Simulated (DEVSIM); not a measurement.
## Ge p-i-n diode

Structure: Ge p-i-n diode, at 300 K.

```csv
layer (left to right),material,thickness (μm),Nd (cm⁻³),Na (cm⁻³),τn (s),τp (s)
1,Ge,0.280,-,3.3e17,0.00019,0.00019
2,Ge,2.00,1.1e12,-,0.00019,0.00019
3,Ge,0.720,1.4e18,-,0.00019,0.00019
```

Left contact: ohmic. Right contact: ohmic. Voltage is applied to the left contact. Recombination: SRH at mid-gap. Mobility is constant in doping.

The device is made up for the run: typed textbook-type constants, with dimensions and the other settings drawn at random. Values at 300 K.

| parameter | Ge |
|---|---|
| gap (eV) | 0.664 |
| affinity (eV) | 4 |
| permittivity | 16 |
| Nc (cm⁻³) | 1.04e19 |
| Nv (cm⁻³) | 6e18 |
| μn (cm²/Vs) | 3900 |
| μp (cm²/Vs) | 1900 |

Model (solved in DEVSIM): 1D drift-diffusion, Boltzmann statistics, complete ionisation; no tunnelling, impact ionisation, image-force lowering or self-heating.

The potential step across the device at zero bias is 0.537 V and the dark forward voltage at 1 A/cm² is 0.185 V. The dark forward voltage at 100 A/cm² comes out as 0.307 V.

Dark forward current:

(V (V), J (A/cm²)): (0.05, 0.0047); (0.10, 0.037); (0.15, 0.26); (0.20, 1.8); (0.25, 12); (0.30, 77); (0.35, 450); (0.40, 2300)
